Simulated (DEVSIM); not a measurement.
Structure: Pt/SiO2/p-Si capacitor, at 300 K.

Layer 1 from the left is SiO2, thickness (nm) 30.0. Layer 2 from the left is Si, thickness (nm) 3700, Na (cm⁻³) 2.4e16.

Metal gate on the left, work function 5.6 eV. Fixed charge at the semiconductor interface 0 cm⁻² (in units of +e); no interface traps.

Constants are typed, rounded textbook-type inputs, not results; the design itself was drawn at random and stands for no fabricated device. Values at 300 K.

SiO2: gap (eV) 9, affinity (eV) 0.9, permittivity 3.9. Si: gap (eV) 1.124, affinity (eV) 4.05, permittivity 11.7, Nc (cm⁻³) 2.86e19, Nv (cm⁻³) 3.1e19.

Simulated with DEVSIM: 1D Poisson equation in equilibrium, Boltzmann statistics, complete ionisation; no quantum confinement or tunnelling. Metal contacts follow the ideal Schottky-Mott rule: no Fermi-level pinning, no interface dipoles.

What does the simulation give for the flat-band voltage, the minimum of the low-frequency capacitance?

flat-band voltage 0.61 V; minimum of the low-frequency capacitance 0.0390 μF/cm².
